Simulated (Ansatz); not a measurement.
The starting structures come from a database of crystals and need not be the phases stable at ambient conditions.

 Where the default PAW files enter, the runs use the earlier of Ansatz's two default sets.

Data:

```yaml
crystal:
  lattice:
    - [3.24090, 0.00000, 0.00000]
    - [0.00000, 4.86658, 0.00000]
    - [0.00000, 0.00000, 4.78800]
  atoms:
    - { symbol: Sn, position: [0.50000, 0.50000, 0.50000] }
    - { symbol: Sn, position: [0.00000, 0.00000, 0.00000] }
    - { symbol: O, position: [0.00000, 0.32104, 0.29185] }
    - { symbol: O, position: [0.00000, 0.67896, 0.70815] }
    - { symbol: O, position: [0.50000, 0.17896, 0.79185] }
    - { symbol: O, position: [0.50000, 0.82104, 0.20815] }
```

Space group of this cell: Pnnm. The cell is taken as given; by r2SCAN its mean pressure is -8.3 GPa.

The current runs along the normal of the first two printed vectors. All runs by Ansatz (a quantum-chemistry and plane-wave program), plane waves and PAW, without spin-orbit coupling; the base is r2SCAN.

| run | mean pressure (GPa) | gap (eV) | mid-gap κ (1/Å) |
|---|---|---|---|
| base | -8.3 | 1.41 | 0.170 |
| all lengths scaled by 0.98 | 4.0 | ? | ? |
| all lengths scaled by 1.02 | -17.2 | 0.83 | 0.129 |
| lda in place of r2scan | -11.5 | 0.69 | 0.123 |
| lengths across the current scaled by 0.98, ions clamped | -0.1 | ? | ? |
| lengths across the current scaled by 1.02, ions clamped | -14.9 | ? | ? |
| lengths along the current scaled by 0.97, ions clamped | -3.2 | 1.72 | 0.185 |
| lengths along the current scaled by 1.03, ions clamped | -12.6 | 1.11 | 0.154 |
| pbesol in place of r2scan | -6.4 | 0.73 | 0.124 |

**Question.** What belongs in the gaps?

**Answer.** 
- all lengths scaled by 0.98, gap (eV): 2.10
- all lengths scaled by 0.98, mid-gap κ (1/Å): 0.215
- lengths across the current scaled by 0.98, ions clamped, gap (eV): 1.87
- lengths across the current scaled by 0.98, ions clamped, mid-gap κ (1/Å): 0.204
- lengths across the current scaled by 1.02, ions clamped, gap (eV): 1.00
- lengths across the current scaled by 1.02, ions clamped, mid-gap κ (1/Å): 0.137
